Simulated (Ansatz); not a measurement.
The reference is MoS2 in the 3R-MoS2 type structure (space group R3m, No. 160; layered, stacked along the Cartesian z axis).

```xyz
3
Lattice="1.5578 0.8994 5.7855 -1.5578 0.8994 5.7855 0.0000 -1.7988 5.7855" Properties=species:S:1:pos:R:3 pbc="T T T"
Mo     0.0000     0.0000     0.0007
S      0.0000     0.0000    13.1296
S      0.0000     0.0000    10.0110
```

Cartesian axes are those of the cell as printed.

Calculations: plane-wave PAW DFT at the PBEsol-D3(BJ) level (Ansatz, a first-principles code, 420 eV), scalar-relativistic without spin-orbit coupling.

One thing is altered: uniaxial strain ε_yy = +5.69 %, all other strain components held at zero; the atoms relax in the strained cell.

### Question
Estimate the effect on the stress.

### Answer
The stress (xx, yy, zz, yz, xz, xy; compression positive) comes out as (-3.10, -12.26, -1.14, 0.36, 0.00, 0.00) GPa.

Whether these cells are dynamically stable was not tested.
